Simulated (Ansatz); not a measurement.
## Pressure series in Si

The reference is Si in the diamond structure (space group Fd-3m, No. 227; a = 5.444 Å).

Cell and atoms are relaxed at each pressure.

Calculations: plane-wave PAW DFT at the r2SCAN level (Ansatz, a first-principles code, 500 eV), no SOC.

Candidates:
(a) pressure 22.5 GPa
(b) pressure 15 GPa
(c) pressure −1 GPa
(d) pressure 2.1 GPa
(e) pressure 4.5 GPa

For the base:

Band gap: 0.78 eV

Problem. Order them by band gap, highest first.

Solution. (c) pressure −1 GPa (0.79 eV), (d) pressure 2.1 GPa (0.74 eV), (e) pressure 4.5 GPa (0.70 eV), (b) pressure 15 GPa (0.54 eV), (a) pressure 22.5 GPa (0.43 eV)

Load acts through the strain it causes; cell and atoms are relaxed under it. Whether these cells are dynamically stable was not tested. Measured, Si leaves this structure (for the β-tin structure) near 12 GPa (room temperature; as listed in arXiv:1906.07825).
